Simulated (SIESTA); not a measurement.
A self-consistent single point of NbZn3 (Pm-3m, 4 atoms in the cell) with SIESTA.

Computed with LDA PW92, numerical atomic orbitals DZP, PseudoDojo LDA standard norm-conserving potentials (rewritten from UPF to PSML) run with SIESTA.

```xyz
4
Lattice="3.9100 0.0000 0.0000 0.0000 3.9100 0.0000 0.0000 0.0000 3.9100" Properties=species:S:1:pos:R:3 pbc="T T T"
Nb     0.0000     0.0000     0.0000
Zn     1.9550     0.0000     1.9550
Zn     0.0000     1.9550     1.9550
Zn     1.9550     1.9550     0.0000
```

Reference input (self-consistent single point, DFT, GGA PBEsol, numerical atomic orbitals DZP, PseudoDojo PBEsol standard norm-conserving potentials (rewritten from UPF to PSML)): XC.functional = GGA; XC.authors = PBEsol; potentials = PseudoDojo PBEsol standard; PAO.BasisSize = DZP; PAO.EnergyShift = 0.01 Ry; MeshCutoff = 350 Ry; kgrid.MonkhorstPack = 7 7 7; OccupationFunction = FD; ElectronicTemperature = 100 meV; MaxSCFIterations = 150; SCF.Mixer.Method = Pulay; SCF.Mixer.Weight = 0.2. This run's input differs from it in these lines:

```diff
@@ -1,2 +1,2 @@
-# files in the folder: Nb.psml Zn.psml (PseudoDojo PBEsol standard)
+# files in the folder: Nb.psml Zn.psml (PseudoDojo LDA standard)
 SystemName  NbZn3
@@ -24,4 +24,4 @@
 
-XC.functional                GGA
-XC.authors                   PBEsol
+XC.functional                LDA
+XC.authors                   PW92
 PAO.BasisSize                DZP
```

Output (repeated stretches shortened):

```
        iscf     Eharris(eV)        E_KS(eV)     FreeEng(eV)     dDmax    Ef(eV) dHmax(eV)
   scf:    1   -18573.957423   -18686.297547   -18686.402025  1.858611  0.179982 33.756444
   scf:    2   -18759.579529   -18741.289993   -18741.330991  1.148212 -0.361225  8.457873
   scf:    3   -18746.953234   -18744.558167   -18744.597810  0.401990 -0.907597  4.256091
   scf:    4   -18745.714645   -18745.366440   -18745.411497  0.222117 -1.343700  0.977679
   scf:    5   -18745.203885   -18745.369535   -18745.417927  0.102411 -1.297399  1.104410
   [... 3 lines left out ...]
   scf:    9   -18745.430242   -18745.430424   -18745.478280  0.001260 -1.388022  0.049854
   scf:   10   -18745.430577   -18745.430543   -18745.478392  0.001735 -1.391780  0.000497
   scf:   11   -18745.430539   -18745.430541   -18745.478392  0.000023 -1.391834  0.000156
   scf:   12   -18745.430543   -18745.430542   -18745.478392  0.000013 -1.391813  0.000008
mix: Pulay -- inversion failed, > SVD [rank/size] 5 / 7
   scf:   13   -18745.430542   -18745.430542   -18745.478392  0.000001 -1.391813  0.000000
SCF Convergence by DM+H criterion
max |DM_out - DM_in|         :     0.0000007139
max |H_out - H_in|      (eV) :     0.0000001469
SCF cycle converged after 13 iterations

Using DM_out to compute the final energy and forces

siesta: E_KS(eV) =           -18745.4305

siesta: E_KS - E_eggbox =    -18745.4305

siesta: Atomic forces (eV/Ang):
     1   -0.000000   -0.000000   -0.000000
     2   -0.000000   -0.000000   -0.000000
     3   -0.000000   -0.000000   -0.000000
     4   -0.000000   -0.000000   -0.000000
   Tot   -0.000001   -0.000001   -0.000001
   Max    0.000000
   Res    0.000000    sqrt( Sum f_i^2 / 3N )
   Max    0.000000    constrained

Stress tensor Voigt[x,y,z,yz,xz,xy] (kbar):      154.69      154.69      154.69       -0.00       -0.00       -0.00
(Free)E + p*V (eV/cell)   -18751.2497
   [... lines left out ...]
siesta: FreeEng =    -18745.478392
   [... lines left out ...]
siesta:     0.096550   -0.000000   -0.000000
siesta:    -0.000000    0.096550   -0.000000
siesta:    -0.000000   -0.000000    0.096550

siesta: Cell volume =         59.775554 Ang**3

siesta: Pressure (static):
siesta:                Solid            Molecule  Units
siesta:          -0.00105157         -0.00105157  Ry/Bohr**3
siesta:          -0.09655045         -0.09655044  eV/Ang**3
siesta:        -154.69087273       -154.69085674  kBar
```

The run converged in 13 iterations. Against the reference run the pressure goes from -10.74 to -15.47 GPa.

The starting cell comes from a database of computed structures (which also holds hypothetical and non-ambient phases and stackings), without a prior relaxation at this level. Spin polarisation is off. Values carry the incompleteness of an atom-centred basis. With a pressure of about -15 GPa the cell is away from its equilibrium volume at this level.
